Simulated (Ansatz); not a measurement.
# WO3 (Pm-3m, No. 221, 4 atoms in the cell; start mp-19390; a measured phase of this formula has another space group)

Level of theory: PBEsol (PAW; Ansatz, a program for electronic structure).

Numerical settings: plane-wave cutoff 500 eV, 10×10×10 k mesh, gaussian smearing 0.02 eV, no spin polarisation, scalar-relativistic PAW data made under PBE.

Cell (relaxed at this level):

```cif
data_O3W
_chemical_formula_sum 'W1 O3'
_space_group_name_H-M_alt 'Pm-3m'
_space_group_IT_number 221
_space_group_name_Hall '-P 4 2 3'
_cell_length_a 3.79946
_cell_length_b 3.79946
_cell_length_c 3.79946
_cell_angle_alpha 90.000
_cell_angle_beta 90.000
_cell_angle_gamma 90.000
loop_
_atom_site_label
_atom_site_type_symbol
_atom_site_symmetry_multiplicity
_atom_site_Wyckoff_symbol
_atom_site_fract_x
_atom_site_fract_y
_atom_site_fract_z
_atom_site_occupancy
W1 W 1 a 0.00000 0.00000 0.00000 1
O1 O 3 d 0.00000 0.00000 0.50000 1
```

| Item | Result |
|---|---|
| band gap | 0.58 eV (on the SCF k mesh) |

Note: the relaxation could not lower the start's symmetry, so the cell can be a saddle point above a distorted one.

Spin–orbit coupling is not included.

Static lattice: no zero-point or thermal effects.

A start named mp-… is a Materials Project structure, which need not be a measured phase.
